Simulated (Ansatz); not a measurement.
## One base run on MoS₂ (P1, 3 atoms in the cell) and variants with one or two settings moved

```
CELL_PARAMETERS angstrom
      1.59215     0.91923     6.48210
     -1.59215     0.91923     6.48210
      0.00000    -1.83846     6.48210
ATOMIC_POSITIONS crystal
  Mo 0.98925 0.00590 0.00312
  S  0.42363 0.40411 0.41088
  S  0.25313 0.25601 0.25202
```

Base run A: PBE0 in Ansatz (an electronic-structure program), self-consistent single point.

Its settings: basis.ecutwfc = 420 eV; kpoints.mp_grid.grid = 5 5 5; hamiltonian.xc = pbe0; hamiltonian.pseudopotentials = {kind: paw}, with the files named one by one; scf.occupations.method = fixed.

The starting cell comes from a database of computed structures (which also holds hypothetical and non-ambient phases and stackings), without a prior relaxation at this level. Its atoms were displaced at random from the sites of space group no. 160. Ansatz's pressure includes its estimate of the finite-basis (Pulay) stress. Another mesh or the band path of this cell gives a smaller gap, so this value is not converged in the mesh.

ΔF is the free energy per atom less that of run A. A dash stands where there is no value to compare (another energy zero or no entropy term, no result, no spin, no clean gap, or a mesh too coarse for one). Total energies depend on the potentials, the functional and any Hubbard or dispersion term, so they are compared only between runs that share all of them.

Run A gave: pressure (GPa) -2.66; largest force (eV/Å) 0.967; gap on the mesh (eV) 2.476; ending converged.

Runs:
- B: hamiltonian.xc: pbe0 → hse06 [HSE06]
- C: scf.convergence.dr2_threshold: default (1e-07 eV) → 1e-06 eV
- D: scf.mixing.algorithm: default (the program chose MSR1) → msr1; scf.mixing.ndim: default → 1
- E: basis.precision: default → f64
- F: scf.mixing.algorithm: default (the program chose MSR1) → anderson; scf.mixing.beta: default → 0.5

**Question.** What does run B change against A?

**Answer.** The pressure moves little (-2.66 to -2.59 GPa), the largest force moves little (0.967 to 0.958 eV/Å) and the gap on the mesh goes from 2.476 to 1.798 eV.

```tsv
run	ΔF (meV/atom)	pressure (GPa)	largest force (eV/Å)	gap on the mesh (eV)	ending
A	0.00	-2.66	0.967	2.476	converged
B	–	-2.59	0.958	1.798	converged
C	0.00	-2.66	0.967	2.476	converged
D	–	–	–	–	not converged
E	0.00	-2.66	0.967	2.476	converged
F	0.00	-2.66	0.967	2.476	converged
```

Left out of this page: 1 run of the series held back from this collection.

Keys are those of Ansatz 0.2.
